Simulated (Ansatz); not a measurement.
Functionals compared on CO on the 1x1 (0001) surface of hcp Ti, one in a 2x2 cell, started at the site 'hollow Ti-Ti-Ti over Ti at depth 2.2 Å', in Ansatz (plane waves, PAW). The structure was relaxed with PBE; the other rows are single points on it, each with its references at the same level. Cutoff 420 eV (500 eV for r2SCAN).

Model: 18-atom slab, 6.8 Å thick at the start under the adsorbate (thin: gaps and levels are the slab's own), 6x6x1 mesh, Fermi-Dirac 0.1 eV, dipole correction, 8 atoms held, the rest relaxed; symmetry of the start imposed; no spin, no spin-orbit, no U, no dispersion correction. At the end it is bonded to 3 Ti. In PBE it is, or lies within 0.03 eV of, the lowest of the starts that converged. These notes are the PBE run's. Adsorption energies are against CO(g). A negative adsorption energy means that the adsorbate is more stable on the surface than in its reference.

```
functional  adsorption energy (eV)  work function of the top face (eV)  change of the work function (eV)  rough cost of the single point
----------  ----------------------  ----------------------------------  --------------------------------  ------------------------------
PBE                          -1.90                                5.26                              0.86                               –
RPBE                         -1.61                                5.13                              0.84    very roughly 60 core-seconds
r2SCAN                  (withheld)                          (withheld)                        (withheld)        roughly 2.4 core-minutes
```

Complete the blanks.


- r2SCAN, adsorption energy (eV): -2.09
- r2SCAN, work function of the top face (eV): 5.35
- r2SCAN, change of the work function (eV): 0.83

Ansatz is a quantum-chemistry and plane-wave program.
